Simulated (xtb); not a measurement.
xtb 6.7.1, GFN2-xTB: In(Cl)(Me)(OMe) (C[O][In]([CH3])[Cl]), 11 atoms. The geometry is a generated start, not checked to be a minimum at this level.

```json
{
  "run_flags": "--grad",
  "method": "GFN2-xTB",
  "--acc": "1 (default)",
  "--etemp (K)": "300 (default)",
  "basis_functions": "38",
  "valence_electrons": "30"
}
```

```xyz
11

In    -0.0238    -0.4216     1.1930
Cl    -0.3119    -1.7964     3.0031
C      0.6911     1.7040     1.1107
H      1.5702     1.7567     0.4763
H      0.9274     1.9845     2.1307
H     -0.1066     2.3240     0.7133
O     -0.6125    -1.4529    -0.4195
C     -0.5430    -1.0895    -1.7715
H      0.1913    -1.7225    -2.2836
H     -1.5252    -1.2463    -2.2308
H     -0.2569    -0.0399    -1.9217
```

One run each on 1 thread. Values of broydamp tried: 0.02, 0.05, 0.1, 0.2, 0.4 (default), 0.6, 0.8, 1.

Question: Which value of broydamp needs the fewest SCC iterations, and what happens away from it?

Answer: Fewest SCC iterations, within one of each other: 0.2 with 15, 0.4 (default) with 14, 0.6 with 15, 0.8 with 15. The count rises to 23 at 0.02. All converge to one solution.

```json
[
 {"broydamp": "0.02", "SCC iterations": "23", "end": "same solution"},
 {"broydamp": "0.05", "SCC iterations": "20", "end": "same solution"},
 {"broydamp": "0.1", "SCC iterations": "18", "end": "same solution"},
 {"broydamp": "0.2", "SCC iterations": "15", "end": "same solution"},
 {"broydamp": "0.4 (default)", "SCC iterations": "14", "end": "same solution"},
 {"broydamp": "0.6", "SCC iterations": "15", "end": "same solution"},
 {"broydamp": "0.8", "SCC iterations": "15", "end": "same solution"},
 {"broydamp": "1", "SCC iterations": "16", "end": "same solution"}
]
```
